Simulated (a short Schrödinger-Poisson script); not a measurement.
System: MOS inversion layer, Si3N4 on p-type Si(100), at 400 K.

From the gate side: 3.8 nm Si3N4; 650 nm Si, acceptors 4.3e17 cm⁻³.

Constants are typed, rounded textbook-type inputs, not results; the design itself was drawn at random and stands for no fabricated device. Si3N4: permittivity 7.5, conduction-band edge (eV) 1.95, gap (eV) 5.1, electron mass (mₑ) 0.5. Si: permittivity 11.7, conduction-band edge (eV) 0, gap (eV) 1.124, Nv at 300 K (cm⁻³) 3.1e19.

Channel valleys (confinement mass, in-plane density-of-states mass, number): Δ2 0.916, 0.19, 2; Δ4 0.19, 0.417, 4. At the gate the conduction-band edge of layer 1 lies 2.35 eV − eVg above the Fermi level of the channel; the field vanishes at the back. Gaps are held at their typed values at every temperature. Mesh 0.03 nm at interfaces.

Solved with a short Schrödinger-Poisson script written for these runs: 1D Poisson equation in equilibrium, electrons quantum, Hartree (BenDaniel-Duke, 12 states a valley, the channel's in-plane mass for all, wave functions ending at the dielectric), parabolic valleys, classical holes, full ionisation, no traps, pinning or gate leakage.

```
Vg (V)  electrons (cm⁻²)  C (μF/cm²)  Δ2 E0 (meV from the Fermi level)  Δ4 E0 (meV from the Fermi level)
------  ----------------  ----------  --------------------------------  --------------------------------
0.4               5.50e9       0.213                             266.1                             319.4
0.5              5.53e10       0.348                             184.9                             240.7
0.6              3.13e11       0.745                             123.0                             182.1
0.7              8.40e11        1.03                              86.3                             149.5
0.8              1.51e12        1.17                              63.0                             130.8
0.9              2.26e12        1.25                              46.2                             118.4
1                3.05e12        1.30                              32.9                             109.5
1.1              3.87e12        1.34                              21.8                             102.5
1.2              4.72e12        1.37                              12.2                              96.9
1.3              5.57e12        1.39                               3.6                              92.2
1.4              6.44e12        1.40                              -4.2                              88.1
1.5              7.32e12        1.42                             -11.5                              84.6
1.6              8.20e12        1.43                             -18.3                              81.3
1.7              9.10e12        1.44                             -24.7                              78.4
1.8              1.00e13        1.45                             -30.8                              75.7
1.9              1.09e13        1.45                             -36.7                              73.2
2                1.18e13        1.46                             -42.3                              70.8
2.1              1.27e13        1.47                             -47.8                              68.6
```

Gate voltages with under 1e9 electrons/cm² are left out.

Question: At Vg = 2.1 V the lowest Δ2 subband lies at -47.8 meV from the Fermi level. How many electrons does it hold, and what share of all?

Answer: The two-dimensional density of states is g m/(πħ²) = 1.59e11 cm⁻² meV⁻¹ (both spins), kT = 34.5 meV, so n = D kT ln(1 + exp(−E/kT)) = 8.81e12 cm⁻², 0.69 of the 1.27e13 cm⁻² in all.

Question: Compare the slope of the sheet density between 1.9 and 2.1 V with the geometric capacitance of the layers between gate and channel.

Answer: q Δn/ΔV = 1.44 μF/cm²; ε0/Σ(t/ε) = 1.75 μF/cm². The ratio is 0.83: the channel acts as a further capacitance in series.
